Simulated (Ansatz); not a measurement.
The parent structure is SiO$_{2}$ (space group P3_221, No. 154).

Space group P3₂21 (No. 154); a = b = 5.022 Å, c = 5.510 Å, α = β = 90.00°, γ = 120.00°

```csv
atom,site,symmetry,x,y,z
Si,3a,.2.,0.4767,0.4767,0.0000
O,6c,1,0.1591,0.4145,0.1282
```

Level of theory: plane-wave PAW DFT at the PBE level (Ansatz, a program for electronic structure, 420 eV), no spin-orbit coupling.

Before the change:

| Quantity | Result |
|---|---|
| Lattice parameter a | 9.490 bohr |
| Width of the top valence band | 0.57 eV |
| Gap character | indirect, K → Γ |

It is then changed as follows: a negative pressure, −1 GPa.

Question: How does this affect the lattice parameter a?

Answer: The lattice parameter a goes up by 0.1204 bohr to 9.611 bohr.

Question: What does the calculation give for the width of the top valence band after the change?

Answer: The width of the top valence band goes up by 0.03 eV, from 0.57 eV to 0.60 eV.

Question: Estimate the effect on the gap character.

Answer: The gap character becomes indirect, M → Γ (base: indirect, K → Γ).

Load acts through the strain it causes; cell and atoms are relaxed under it. No phonon test of stability was made.
